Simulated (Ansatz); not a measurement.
Band structure of NaZn₄As₃ (R-3m, 8 atoms in the cell).

```xyz
8
Lattice="2.0996 1.2122 10.9622 -2.0996 1.2122 10.9622 0.0000 -2.4244 10.9622" Properties=species:S:1:pos:R:3 pbc="T T T"
Na     0.0000     0.0000    16.4432
Zn     0.0000     0.0000     3.0189
Zn     0.0000     0.0000    29.8675
Zn     0.0000     0.0000     9.8893
Zn     0.0000     0.0000    22.9972
As     0.0000     0.0000     7.4106
As     0.0000     0.0000    25.4759
As     0.0000     0.0000     0.0000
```

Method of the run: LDA (PW92), default PAW files made with PBE (plane waves; Ansatz, a quantum-chemistry and plane-wave program).

Settings: kpoints.mp_grid.grid = 6 6 6; hamiltonian.xc = lda; hamiltonian.pseudopotentials = {kind: paw} (the program's default PAW files); scf.occupations.method = cold; scf.occupations.width = 0.0073 Ry; kpoints.band_path.path = [[0.0, 0.0, 0.0], [0.5, 0.0, 0.0], [0.5, 0.17481856, -0.17481856]]; kpoints.band_path.npoints = 10.

The starting cell comes from a database of computed structures (which also holds hypothetical and non-ambient phases and stackings), without a prior relaxation at this level. The run gives no clean gap (levels at the Fermi energy touch, overlap or are partly filled at this smearing), which alone does not show that the compound is a metal.

Levels in eV from the Fermi level, bands 48 to 55:
```csv
point,48,49,50,51,52,53,54,55
Γ,-0.48,-0.27,-0.16,0.03,0.03,0.36,0.69,3.30
L,-2.51,-1.82,-1.39,-1.11,0.12,1.26,1.68,1.79
B1,-3.19,-2.31,-1.93,-1.75,1.53,1.80,2.33,3.58
```

Bands cross the Fermi level along this path, so the cell is metallic at this level.

Keys are those of Ansatz 0.2.
